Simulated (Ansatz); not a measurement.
# Effect of isotropic strain −0.50 % on Mo

Take Mo in the bcc (W type) structure (space group Im-3m, No. 229; a = 3.151 Å; relaxed with 0.1 eV smearing) as the base.

The change: an isotropic linear strain of −0.50 %; the atoms relax in the strained cell.

Method: r2SCAN (Ansatz, a quantum-chemistry and plane-wave program), no spin-orbit coupling. Settings: 29×29×29 k-points, 0.1 eV Fermi–Dirac smearing.

| quantity | base | changed | shift |
|---|---|---|---|
| volume per atom | 15.64 Å³ | 15.41 Å³ | -0.23 Å³ |
| space group | Im-3m (No. 229) | Im-3m (No. 229) | – |
| energy relative to the base (free energy F) | 0 meV/atom | +3.0 meV/atom | +3.0 meV/atom |
| pressure | 0.0 GPa | 4.2 GPa | +4.2 GPa |
| band gap | zero | zero | – |

Final structure:

```yaml
crystal:
  lattice:
    - [-1.56760, 1.56760, 1.56760]
    - [1.56760, -1.56760, 1.56760]
    - [1.56760, 1.56760, -1.56760]
  atoms:
    - { symbol: Mo, position: [0.00000, 0.00000, 0.00000] }
```

Whether these cells are dynamically stable was not tested. The final runs are not spin-polarised.
